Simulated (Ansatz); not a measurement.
Consider TiAl (space group P4/mmm, No. 123; a = 2.797 Å, c = 4.032 Å).

Modification: full substitution Al → Si; the structure is relaxed again.

Levels (all Ansatz, a quantum-chemistry and plane-wave program, PAW, earlier PAW set): PBEsol (420 eV, no spin-orbit coupling); r2SCAN (500 eV, spin-orbit coupling left out).

The geometry is relaxed with PBEsol.

```
Quantity           Value
---------------  -------
PBEsol pressure  0.0 GPa
```

With r2SCAN at the same geometry, the pressure goes from zero to 2.7 GPa.

Single points use the geometry relaxed with PBEsol. Their cutoffs differ, which shifts pressures a little. Whether these cells are dynamically stable was not tested. As relaxed here, TiSi is a hypothetical phase, not in the database extracts checked. The final runs are not spin-polarised.
